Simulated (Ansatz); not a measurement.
Consider ZnSnO3 (space group R3c, No. 161).

```xyz
10
Lattice="2.6709 1.5421 4.7365 -2.6709 1.5421 4.7365 0.0000 -3.0841 4.7365" Properties=species:S:1:pos:R:3 pbc="T T T"
Zn     0.0000     0.0000     4.1740
Zn     0.0000     0.0000    11.2786
Sn     0.0000     0.0000     0.1733
Sn     0.0000     0.0000     7.2780
O      1.6205     0.0516     5.8938
O     -0.8550     1.3776     5.8938
O     -0.7656    -1.4292     5.8938
O      0.7656     1.6549     8.2620
O     -1.8160    -0.1645     8.2620
O      1.0504    -1.4904     8.2620
```

Cartesian axes are those of the cell as printed.

Calculations: PBE (Ansatz, an electronic-structure program; PAW; 420 eV plane waves; no spin-orbit coupling).

Base values:

| Quantity | Value |
|---|---|
| Pressure | 0.00 GPa |
| Band gap | 1.10 eV |

The change: the cell is stretched by 0.62 % along z with no lateral relaxation, atoms relaxed at fixed cell.

Problem. What does the calculation give for the energy relative to the base, pressure and band gap after the change?

Solution. The energy rises by 0.3 meV/atom; the pressure (mean of the normal stresses, compression positive) goes from zero to -0.90 GPa; the band gap drops by 0.04 eV (1.10 eV → 1.06 eV).

The cells carry an imposed strain or load. Stability against distortions was not tested.
